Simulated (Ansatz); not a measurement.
Input for (Al,V)N alloy cell Al3VN4 (rock salt start):

Ansatz 0.2 input:
```yaml
crystal:
  lattice:
    - [-0.00000011, 4.067542084, 4.067542102]
    - [4.093707213, -0.012374847, 4.079916839]
    - [4.093707476, 4.079917083, -0.012375109]
  atoms:
    - { symbol: Al, position: [0.00000022, -0.00005025, 0.000050262] }
    - { symbol: Al, position: [-0.000002778, -0.000005224, 0.500007549] }
    - { symbol: Al, position: [-0.000001118, 0.499995975, 0.00000323] }
    - { symbol: V, position: [-0.000023418, 0.499989375, 0.500010563] }
    - { symbol: Al, position: [0.499964902, -0.000014689, 0.000014304] }
    - { symbol: Al, position: [0.49999857, -0.000003337, 0.500004131] }
    - { symbol: Al, position: [0.499999143, 0.499992421, 0.000005341] }
    - { symbol: V, position: [0.500002626, 0.499971923, 0.500028289] }
    - { symbol: N, position: [0.25619199, 0.243854933, 0.243822493] }
    - { symbol: N, position: [0.249999884, 0.239789253, 0.760211333] }
    - { symbol: N, position: [0.2500005, 0.760217012, 0.239783127] }
    - { symbol: N, position: [0.243839656, 0.756202343, 0.756120167] }
    - { symbol: N, position: [0.75615948, 0.243880122, 0.243797685] }
    - { symbol: N, position: [0.750000678, 0.239789801, 0.760209555] }
    - { symbol: N, position: [0.749999962, 0.760215659, 0.239784284] }
    - { symbol: N, position: [0.743869721, 0.756174692, 0.756147689] }
basis:
  ecutwfc: 420
  ecutrho_ratio: 4
  xc_grid: 2
kpoints:
  mp_grid: { grid: [5, 5, 5] }
hamiltonian:
  xc: pbe
  dispersion: none
  pseudopotentials: { kind: paw }
scf:
  n_extra_bands: 19
  occupations: { method: fermi_dirac, width: 0.05 }
output:
  forces: true
  stress: true
relax:
  f_tol: 0.03
  max_steps: 90
  cell: { stress_tol: 0.15 }
```

All values below come from PBE (plane waves to 420 eV, PAW; Ansatz, a first-principles code). No spin–orbit coupling; the runs are not spin-polarised. Its k-point mesh 5×5×5, Fermi–Dirac width 0.05 eV.

Task: What does the end of the output print (band table and long remarks left out, numbers rounded to eight decimals)?

Result: 
```
SCF converged after 6 iterations
Free energy (F): -12138.521535 eV
Harris-Foulkes:  -12138.521535 eV  (|F-HF|=4.73e-11)
Internal energy: -12138.482302 eV  (E = F + TS)
E sigma→0 (E₀):  -12138.501918 eV
Entropy (-TS):   -0.039233 eV (-2.452 meV/atom)
Fermi energy:    13.903023 eV
--- Per-component energies (eV) ---
  E_band       = -71.362822
  E_kinetic    = 1909.085059
  E_local      = -4204.718380  (includes V_loc(G=0)·N_el)
  E_nonlocal   = 321.963933
  E_hartree    = 1806.786176
  E_xc         = -999.856571
  E_vxc        = -1142.797619  (∫ρ·V_xc dr)
  E_paw        = -6046.854587  (= ΣΔE_a)
  E_vpaw       = -568.469437  (= ΣTr[D̂ρ^β])
  E_aug_tail   = 0.001322  (compensation charges beyond the density's cutoff)
  E_ewald      = -4924.889253
  E_smearing   = -0.039233  (= −TS)
  E_closure    = 0.000000  (closes the sum)
  Σ components = -12138.521535   (vs F -12138.521535, Δ=0.00e0)
--- Forces (eV/Å), atoms counted from 1 ---
  atom   1  Al     0.00000000    -0.00347220    -0.00359699
  atom   2  Al     0.00081374    -0.00004612     0.00001433
  atom   3  Al     0.00080046     0.00009227    -0.00014733
  atom   4  V      0.00000000    -0.01031376    -0.01041914
  atom   5  Al    0.00000000     0.00351938     0.00344618
  atom   6  Al    -0.00080046     0.00009227    -0.00014733
  atom   7  Al    -0.00081374    -0.00004612     0.00001433
  atom   8  V     0.00000000     0.01042103     0.01030407
  atom   9  N      0.00365949    -0.00267688    -0.00260566
  atom  10  N     0.00000000    -0.00020984     0.00021702
  atom  11  N      0.00000000     0.00017344    -0.00012965
  atom  12  N     -0.00365757     0.00263584     0.00271227
  atom  13  N      0.00365757     0.00263584     0.00271227
  atom  14  N     0.00000000    -0.01011245     0.01017456
  atom  15  N      0.00000000     0.00998418    -0.00994330
  atom  16  N     -0.00365949    -0.00267688    -0.00260566
  max |Σ_I F_I| component: 1.54e-8 eV/Å
--- Stress (GPa, compression-positive) ---
        0.087875      0.000000      0.000000
       0.000000       0.125255       0.012876
       0.000000       0.012876       0.125283
  P = ⅓ Tr σ = 0.1128 GPa (1.128 kbar)
--- Relaxed structure (19 steps of the walk, 17 accepted, 1 SCFs on fresh bases) ---
  F+E_penalty+E_count = -12138.52153496 eV   max|allowed force component| = 1.042e-2 eV/Å   (the final SCF, on the basis selected at the relaxed cell)
  cell:  # Å, volume = 137.6247 Å³
    - [0.0, 4.04671403, 4.04671363]
    - [4.10093795, -0.04988920, 4.09660283]
    - [4.10093795, 4.09660323, -0.04988920]
  atoms:
    - { symbol: Al, position: [0.00437916, 1.04471418e-6, -1.04471418e-6] }
    - { symbol: Al, position: [0.00785420, -0.01278404, 0.49707627] }
    - { symbol: Al, position: [0.00785455, 0.49707829, -0.01278610] }
    - { symbol: V, position: [-0.03576193, 0.50000031, 0.49999969] }
    - { symbol: Al, position: [0.49562168, 3.21267651e-7, -3.21267651e-7] }
    - { symbol: Al, position: [0.49214675, 0.01278610, 0.50292171] }
    - { symbol: Al, position: [0.49214643, 0.50292373, 0.01278404] }
    - { symbol: V, position: [0.53576161, 0.50000039, 0.49999961] }
    - { symbol: N, position: [0.24868913, 0.24832111, 0.24832271] }
    - { symbol: N, position: [0.24999995, 0.24481452, 0.75518548] }
    - { symbol: N, position: [0.24999950, 0.75518432, 0.24481568] }
    - { symbol: N, position: [0.25131032, 0.75167743, 0.75167878] }
    - { symbol: N, position: [0.75466652, 0.24832122, 0.24832257] }
    - { symbol: N, position: [0.74999941, 0.23109726, 0.76890274] }
    - { symbol: N, position: [0.74999979, 0.76890071, 0.23109929] }
    - { symbol: N, position: [0.74533295, 0.75167729, 0.75167889] }
```

Cost: roughly 8 core-minutes.
